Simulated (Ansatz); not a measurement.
Electronic density of states of amorphous Zr$_{20}$O$_{43}$Y$_{2}$, density 5.27 g/cm³, on a 2×2×2 Γ-centred mesh with a Gaussian width of 0.1 eV; energies count from the Fermi level, whose place inside the gap is arbitrary. Cell and mesh are small, so fine structure isn't converged. Computed with PBE, scalar-relativistic without spin-orbit coupling (plane waves to 420 eV, PAW; Ansatz, an electronic-structure program). Sampling: a 2×2×2 Γ-centred mesh; Fermi-Dirac width 0.02 eV; no spin polarisation. At PBE the levels at the filled edge of the gap are localised (band-tail or defect states).

A CHGNet melt-quench gave the starting glass, which DFT then relaxed. O atoms were pushed apart under 1.9 Å during the dynamics, to hinder bonds among them. The hot cell started wider than the set density and was brought back towards it in steps. It is the lowest in DFT energy of 2 quenches. It is a model cell: composition and starting density were chosen by hand, and all elements were melted together. No dispersion term was used. Its density started from a set value of 5.28 and ended at 5.27 g/cm³. Cooling (nominally 380 K/ps over its main leg) ran many orders faster than in experiment, which tends to leave more defects and strain. Values belong to this one cell and scatter from quench to quench. Volume and shape were free in the relaxation. Stress components on the final sampling reach 1.3 GPa. Cycles of charging lowered its energy after that relaxation.

```tsv
E - EF (eV)	states/(eV atom)
-12.00	0.00
-11.90	0.00
-11.80	0.00
-11.70	0.00
-11.60	0.00
-11.50	0.00
-11.40	0.00
-11.30	0.00
-11.20	0.00
-11.10	0.00
-11.00	0.00
-10.90	0.00
-10.80	0.00
-10.70	0.00
-10.60	0.00
-10.50	0.00
-10.40	0.00
-10.30	0.00
-10.20	0.00
-10.10	0.00
-10.00	0.00
-9.90	0.00
-9.80	0.00
-9.70	0.00
-9.60	0.00
-9.50	0.00
-9.40	0.00
-9.30	0.00
-9.20	0.00
-9.10	0.00
-9.00	0.00
-8.90	0.00
-8.80	0.00
-8.70	0.00
-8.60	0.00
-8.50	0.00
-8.40	0.00
-8.30	0.00
-8.20	0.00
-8.10	0.00
-8.00	0.00
-7.90	0.00
-7.80	0.00
-7.70	0.00
-7.60	0.00
-7.50	0.00
-7.40	0.00
-7.30	0.00
-7.20	0.00
-7.10	0.00
-7.00	0.00
-6.90	0.00
-6.80	0.00
-6.70	0.01
-6.60	0.08
-6.50	0.18
-6.40	0.25
-6.30	0.47
-6.20	0.71
-6.10	0.82
-6.00	0.84
-5.90	0.80
-5.80	0.79
-5.70	0.79
-5.60	0.83
-5.50	0.85
-5.40	0.89
-5.30	0.93
-5.20	0.88
-5.10	0.85
-5.00	0.88
-4.90	0.88
-4.80	0.85
-4.70	0.85
-4.60	0.86
-4.50	0.86
-4.40	0.83
-4.30	0.80
-4.20	0.88
-4.10	0.89
-4.00	0.89
-3.90	0.94
-3.80	0.97
-3.70	0.91
-3.60	0.91
-3.50	0.94
-3.40	0.96
-3.30	0.99
-3.20	0.99
-3.10	1.02
-3.00	1.04
-2.90	0.98
-2.80	0.91
-2.70	0.90
-2.60	0.97
-2.50	0.95
-2.40	0.87
-2.30	0.88
-2.20	0.77
-2.10	0.58
-2.00	0.49
-1.90	0.49
-1.80	0.43
-1.70	0.26
-1.60	0.09
-1.50	0.01
-1.40	0.00
-1.30	0.00
-1.20	0.00
-1.10	0.00
-1.00	0.00
-0.90	0.00
-0.80	0.00
-0.70	0.00
-0.60	0.00
-0.50	0.00
-0.40	0.00
-0.30	0.00
-0.20	0.00
-0.10	0.00
0.00	0.00
0.10	0.00
0.20	0.00
0.30	0.00
0.40	0.00
0.50	0.00
0.60	0.00
0.70	0.00
0.80	0.00
0.90	0.00
1.00	0.00
1.10	0.00
1.20	0.00
1.30	0.00
1.40	0.00
1.50	0.01
1.60	0.05
1.70	0.12
1.80	0.19
1.90	0.28
2.00	0.38
2.10	0.42
2.20	0.47
2.30	0.49
2.40	0.51
2.50	0.63
2.60	0.68
2.70	0.65
2.80	0.66
2.90	0.68
3.00	0.75
3.10	0.77
3.20	0.78
3.30	0.81
3.40	0.79
3.50	0.77
```

The level gap on this mesh is 3.33 eV; the broadening fills part of it in the curve.
